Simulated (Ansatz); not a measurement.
Defect migration in diamond: interstitial Li, charge state +1. The step: a direct jump of one Li atom; the atom moves 1.55 Å along (-0.25, 0.25, -0.25) of the unit cell; the moving atom starts with neighbours 4 C at 1.63, 6 C at 1.84 Å and ends with 4 C at 1.63, 6 C at 1.84 Å. DFT values are from Ansatz (plane-wave PAW, 420 eV unless said) in a cell of 216 host sites, spin-restricted, static, with no finite-size correction. The host's phase is taken as given; its stability against other phases was not computed. The charge state is imposed; whether it is stable for some Fermi level was not computed. Sites that were not tried may lie lower. For the PBE band: the saddle point's order was not checked, and it lies on a symmetry element of the cell, where a band can be held.

| Level | Forward barrier (eV) | Cost of the band or of the saddle's single point |
|---|---|---|
| PBE, the Γ point alone, band relaxed | 1.82 | roughly 29 core-minutes |
| PBE, a 2×2×2 k-point mesh shifted by half a step, same geometries | 1.81 | around 9 core-minutes (rough) |
| r2SCAN at 500 eV, the Γ point alone, same geometries | 1.88 | around 3 core-minutes (rough) |
| HSE06, Γ point alone, same geometries | [?] | roughly 22 core-minutes |

Problem. Complete the blanks.

Solution. 
- HSE06, Γ point alone, same geometries, Forward barrier (eV): 1.90

Ansatz is a program for electronic structure.
